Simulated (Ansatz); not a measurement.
Take SnO₂ in the rutile structure (space group P4_2/mnm, No. 136; a = 4.8276 Å, c = 3.2379 Å) as the base.

It is then changed as follows: cell and atoms relaxed at a pressure of 18 GPa.

Computed with DFT with PBE, PAW potentials and a 420 eV plane-wave cutoff in Ansatz (a quantum-chemistry and plane-wave program), no spin-orbit coupling, earlier PAW set.

Base, band edges from the VBM (valence, conduction): A -0.78, 4.37; M -0.85, 4.28; R -0.74, 5.86; X -0.60, 3.89; Z -1.18, 5.60; Γ 0.00, 0.68 eV.

Give the band edges at the high-symmetry points of the new zone, measured from its valence-band maximum.


```csv
point,valence edge (eV),conduction edge (eV)
Γ,0.00,1.58
X,-0.62,4.79
M,-0.90,5.20
Z,-1.29,6.57
R,-0.63,6.88
A,-0.84,5.20
```

The gap is 1.58 eV, direct at Γ.

Load acts through the strain it causes; cell and atoms are relaxed under it. Stability against distortions was not tested. No other phases were tried under pressure.
